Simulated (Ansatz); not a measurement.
**TiSi2: pressure series**

The parent structure is TiSi₂ (space group Cmcm, No. 63).

```
TiSi2
1.0
    1.75744    -6.67398     0.00000
    1.75744     6.67398     0.00000
    0.00000     0.00000     3.55712
Si Ti
4 2
Direct
  0.93996   0.06004   0.75000
  0.06004   0.93996   0.25000
  0.25043   0.74957   0.75000
  0.74957   0.25043   0.25000
  0.60248   0.39752   0.75000
  0.39752   0.60248   0.25000
```

Cell and atoms are relaxed at each pressure.

Level of theory: PBEsol (Ansatz, a program for electronic structure, PAW, spin-orbit coupling left out).

Notes on the quantities. enthalpy: H = E + PV relative to the base's energy.

```tsv
case	volume per atom	enthalpy
base	13.91 Å³	–
pressure −2 GPa	14.12 Å³	-0.17 eV/atom
pressure −1 GPa	?	-0.09 eV/atom
pressure 0.3 GPa	13.88 Å³	+0.03 eV/atom
pressure 0.7 GPa	13.84 Å³	+0.06 eV/atom
pressure 1.5 GPa	13.76 Å³	+0.13 eV/atom
pressure 3 GPa	13.62 Å³	+0.26 eV/atom
pressure 5 GPa	13.44 Å³	+0.43 eV/atom
pressure 7.5 GPa	13.24 Å³	+0.63 eV/atom
pressure 10 GPa	?	+0.84 eV/atom
```

Task: Complete the table.

Result: 
- pressure −1 GPa, volume per atom: 14.01 Å³
- pressure 10 GPa, volume per atom: 13.05 Å³

Load acts through the strain it causes; cell and atoms are relaxed under it. Whether these cells are dynamically stable was not tested. Competing high-pressure phases were not computed. All final runs are without spin polarisation.
